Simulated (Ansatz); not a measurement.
Output of an Ansatz run (abridged):

```
WARN ansatz: RAYON_NUM_THREADS=1 ignored (pool sized by the plan → 1); use --threads N
Pseudopotentials: kind: paw
Pseudopotential: Zn, paw, valence charge 12
Pseudopotential: Ni, paw, valence charge 18
Crystal: 2 atoms, lattice volume = 23.486 Å³
Basis set: ecut = 420 eV, 471 PW (Γ)
Bands: 19, of which v1, the nominal top of the filled ones, is band 15 counted from 1 (14 counted from 0)
Symmetry: 8 space group operations
Space group: P4mm (ITA 99), of the structure as read, at distance tolerance 2.9e-5 Å
k-points: 168 of 1440 (time reversal used)
PAW frozen core: Zn, regenerated for the run's functional, and the local potential with it
PAW frozen core: Ni, regenerated for the run's functional, and the local potential with it
Initial density: superposition of atomic densities (neutral atoms: chi_scale 0, normalization atom), corrected by the library's trained network
Initial wavefunctions: pseudopotential atomic-orbital guess
Eigensolver: davidson
Functional: x = slater, c = lda
SCF iter   1: F=—  HF=-9020.196535 eV  |F-HF|=—  |Δ(HF+E_count)|=         —  Δρ=2.51e-2  dr2=8.18e-2  ethr=1.77e-3  ⟨swp⟩=5.3  Hψ=14181  notcnv=0
all-band conjugate gradients solve this SCF's bands
preconditioner: auto → none
SCF iter   2: F=—  HF=-9020.187446 eV  |F-HF|=—  |Δ(HF+E_count)|=   9.09e-3  Δρ=1.09e-2  dr2=1.78e-2  ethr=2.73e-4  ⟨swp⟩=2.0  Hψ=5073  notcnv=0  defer=5
SCF iter   3: F=—  HF=-9020.185704 eV  |F-HF|=—  |Δ(HF+E_count)|=   1.74e-3  Δρ=2.08e-3  dr2=4.84e-4  ethr=5.93e-5  ⟨swp⟩=1.3  Hψ=3302  notcnv=0  defer=5
SCF iter   4: F=—  HF=-9020.185473 eV  |F-HF|=—  |Δ(HF+E_count)|=   2.31e-4  Δρ=5.65e-4  dr2=4.15e-5  ethr=1.61e-6  ⟨swp⟩=2.0  Hψ=4779  notcnv=0  defer=5
SCF iter   5: F=—  HF=-9020.185454 eV  |F-HF|=—  |Δ(HF+E_count)|=   1.84e-5  Δρ=1.07e-4  dr2=7.04e-7  ethr=1.38e-7  ⟨swp⟩=2.0  Hψ=4412  notcnv=0  defer=5
SCF iter   6: F=-9020.185454 eV  HF=-9020.185454 eV  |F-HF|=3.79e-9  |Δ(HF+E_count)|=   3.84e-7  Δρ=1.86e-5  dr2=2.37e-8  ethr=3.33e-10  ⟨swp⟩=6.9  Hψ=16791  notcnv=0
SCF 1 converged in 6 iterations: F = -9020.185454 eV  dr2 = 2.37e-8
SCF converged after 6 iterations
Free energy (F): -9020.185454 eV
Harris-Foulkes:  -9020.185454 eV  (|F-HF|=3.79e-9)
Internal energy: -9020.162932 eV  (E = F + TS)
E sigma→0 (E₀):  -9020.174193 eV
Entropy (-TS):   -0.022521 eV (-11.261 meV/atom)
Fermi energy:    15.125858 eV
--- Per-component energies (eV) ---
  E_band       = -229.439012
  E_kinetic    = 418.257385
  E_local      = -5085.169724  (includes V_loc(G=0)·N_el)
  E_nonlocal   = 1255.387419
  E_hartree    = 2135.851940
  E_xc         = -221.679215
  E_vxc        = -164.950632  (∫ρ·V_xc dr)
  E_paw        = -3319.548946  (= ΣΔE_a)
  E_vpaw       = -924.661175  (= ΣTr[D̂ρ^β])
  E_aug_tail   = 0.000131  (compensation charges beyond the density's cutoff)
  E_ewald      = -4205.253183
  E_core_change = 1.991262  (= ΣΔE_core)
  E_smearing   = -0.022521  (= −TS)
  E_closure    = 0.000000  (closes the sum)
  Σ components = -9020.185454   (vs F -9020.185454, Δ=0.00e0)
--- Forces (eV/Å), atoms counted from 1 ---
  atom   1  Zn    -0.00000000     0.00000000    -0.32992778
  atom   2  Ni     0.00000000     0.00000000     0.32993199
  max |Σ_I F_I| component: 4.21e-6 eV/Å
--- Stress (GPa, compression-positive) ---
      -10.183542       0.000000       0.000000
        0.000000     -10.183542       0.000000
        0.000000       0.000000      -9.088189
  P = ⅓ Tr σ = -9.8184 GPa (-98.184 kbar)
  The stress holds the Pulay correction. Without it, at fixed plane waves, as pw.x and ABINIT print it: P = -9.9132 GPa
--- Band table (eV; the first three rows and the last of 168) ---
  k-point 0: bands = ["-86.9694", "-47.8183", "-47.7821", "-47.7821", "4.8327", "7.3427", "7.4357", "8.2234", "8.2234", "8.4017", "12.7231", "12.9313", "14.1872", "14.1872", "14.4176", "18.7771", "24.5435", "24.5435", "24.9136"]
  k-point 1: bands = ["-86.9693", "-47.8189", "-47.7820", "-47.7820", "4.9841", "7.3567", "7.4656", "8.2212", "8.2212", "8.4051", "12.7093", "12.8738", "14.1355", "14.1355", "14.4131", "17.7974", "24.7857", "24.7857", "26.1880"]
  k-point 2: bands = ["-86.9692", "-47.8206", "-47.7820", "-47.7820", "5.4260", "7.3937", "7.5552", "8.2156", "8.2156", "8.4142", "12.6153", "12.6728", "14.0050", "14.0050", "14.4010", "16.0832", "25.4832", "25.4833", "28.8040"]
  k-point 167: bands = ["-86.9618", "-47.8243", "-47.8243", "-47.8159", "7.4052", "7.6425", "7.6425", "8.5149", "8.7333", "11.7492", "11.9457", "11.9457", "14.3360", "14.7937", "20.1622", "20.4455", "20.4455", "20.8404", "20.8404"]
```

The structure:

```
CELL_PARAMETERS angstrom
      2.71006     0.00000     0.00000
      0.00000     2.71006     0.00000
      0.00000     0.00000     3.19786
ATOMIC_POSITIONS crystal
  Zn 0.50000 0.50000 0.51563
  Ni 0.00000 0.00000 0.00000
```

Question: What input produced this log?

Answer: Other spellings and defaults could give the same log, and not every line can be read from it. The input that was run (DFT, LDA (PW92), plane waves, default PAW files made with PBE):

Ansatz 0.2 input:
```yaml
# ZnNi
crystal:
  lattice:
    - [2.71006300, 0.00000000, 0.00000000]
    - [0.00000000, 2.71006300, 0.00000000]
    - [0.00000000, 0.00000000, 3.19786000]
  atoms:
    - { symbol: Zn, position: [0.50000000, 0.50000000, 0.51563500] }
    - { symbol: Ni, position: [0.00000000, 0.00000000, 0.00000000] }
basis:
  ecutwfc: 420.0
kpoints:
  mp_grid:
    grid: [12, 12, 10]
hamiltonian:
  xc: lda
  pseudopotentials:
    kind: paw
scf:
  occupations:
    method: fermi_dirac
    width: 0.1
output:
  forces: true
  eigenvalues: true
  stress: true
```

The starting cell comes from a database of computed structures (which also holds hypothetical and non-ambient phases and stackings), without a prior relaxation at this level. Its lattice was rescaled by up to half a per cent. One atom was moved a little off its site on purpose. Spin polarisation is off. With a pressure of about -10 GPa the cell is away from its equilibrium volume at this level. Ansatz's pressure includes its estimate of the finite-basis (Pulay) stress.

Ansatz is a first-principles code.
